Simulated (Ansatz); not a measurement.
Take LuCuSe₂ (space group R-3m, No. 166; a hypothetical phase, not in the database extracts checked) as the base.

Space group R-3m, hexagonal axes (No. 166); a = b = 3.9951 Å, c = 18.4055 Å, α = β = 90.00°, γ = 120.00°

```csv
atom,site,symmetry,x,y,z
Lu,3a,-3m,0.0000,0.0000,0.0000
Cu,3b,-3m,0.0000,0.0000,0.5000
Se,6c,3m,0.0000,0.0000,0.2449
```
(The calculation used a cell of 4 atoms; values per cell refer to that cell.)

Calculations: PBE (Ansatz, a program for electronic structure, PAW, without spin-orbit coupling).

Base values:

```
Property                      Result
-------------------  ---------------
Smallest direct gap          1.58 eV
Gap character        indirect, T → F
```

Perturbation: every lattice vector is stretched by 3.08 %, atoms relaxed at fixed cell.

**Question.** What does the calculation give for the smallest direct gap, gap character and energy relative to the base after the change?

**Answer.** The smallest direct gap increases by 0.014 eV, from 1.58 eV to 1.60 eV; the gap character becomes indirect, T → Γ (base: indirect, T → F); the energy rises by 34 meV/atom.

The cells carry an imposed strain or load. No phonon test of stability was made. All final runs are without spin polarisation.
